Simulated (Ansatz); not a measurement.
Base system: Re in the hcp (Mg type) structure (space group P6_3/mmc, No. 194; a = 2.758 Å, c = 4.463 Å). Axes: x lies along a and z along c of the hexagonal cell.

Calculations: r2SCAN (Ansatz, a quantum-chemistry and plane-wave program, PAW, no SOC).

Before the change:

The shortest interatomic distance is 274.1 pm.

One thing is altered: a free-standing slab of 7 layers (7 atoms, 1 a layer) is cut normal to the z axis, with 15 Å of vacuum and the in-plane cell held at bulk.

Problem. Estimate the effect on the change of the spacing d12 from its bulk value of 2.231 Å.

Solution. The change of the spacing d12 from its bulk value of 2.231 Å is -5.9 %.

Problem. How does this affect the shortest interatomic distance?

Solution. The shortest interatomic distance shrinks by 10.6 pm, from 274.1 pm to 263.5 pm.

Problem. Estimate the effect on the excess energy per area of both faces.

Solution. The excess energy per area of both faces (slab less bulk energy over the cell's area: twice a surface energy) amounts to 5.7 J/m² (uncertain by up to 0.2 J/m²).

Problem. What does the calculation give for the change of the spacing d23 from its bulk value of 2.231 Å after the change?

Solution. The change of the spacing d23 from its bulk value of 2.231 Å amounts to +2.9 %.

The excess energy carries the mismatch between the slab's and the bulk's meshes. No phonon test of stability was made. The final runs are not spin-polarised.
